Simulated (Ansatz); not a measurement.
Consider In$_{2}$O$_{3}$ (space group P-3m1, No. 164; a = 3.4191 Å, c = 6.0937 Å; a hypothetical phase, not in the database extracts checked).

Modification: cell and atoms relaxed at a pressure of 10 GPa.

Levels (all Ansatz, a first-principles code, PAW): PBEsol (420 eV, no spin-orbit coupling); PBEsol+SOC (420 eV, noncollinear with spin-orbit coupling).

The geometry is relaxed with PBEsol.

- PBEsol electron mass: 0.13 mₑ along c, 0.16 mₑ across (at Γ)
- PBEsol lowest conduction level above the VBM at special points: Γ 0.89 eV; A 3.09 eV; M 4.08 eV; L 4.53 eV
- PBEsol hole mass: 0.98 mₑ along c, 1.5 mₑ across (at K)
- PBEsol pressure: 10.00 GPa

Q: What does PBEsol+SOC give at this geometry for the electron mass, lowest conduction level above the VBM at special points, hole mass and pressure?

A: The electron mass stays 0.13 mₑ along c, 0.16 mₑ across (at Γ); the lowest conduction level above the VBM at special points stays Γ 0.89 eV; A 3.09 eV; M 4.08 eV; L 4.53 eV; the hole mass is still 0.98 mₑ along c, 1.5 mₑ across (at K); the pressure falls by 0.07 GPa, from 10.00 GPa to 9.93 GPa.

Single points use the geometry relaxed with PBEsol. Differences between runs with and without spin-orbit coupling are approximate. The levels and masses belong to the bands next to the band gap. Load acts through the strain it causes; cell and atoms are relaxed under it. Masses are band curvatures over ±0.01 Å⁻¹ around the edge. Stability against distortions was not tested. No other phases were tried under pressure. The base started in P3m1 and relaxed to P-3m1 at this level.
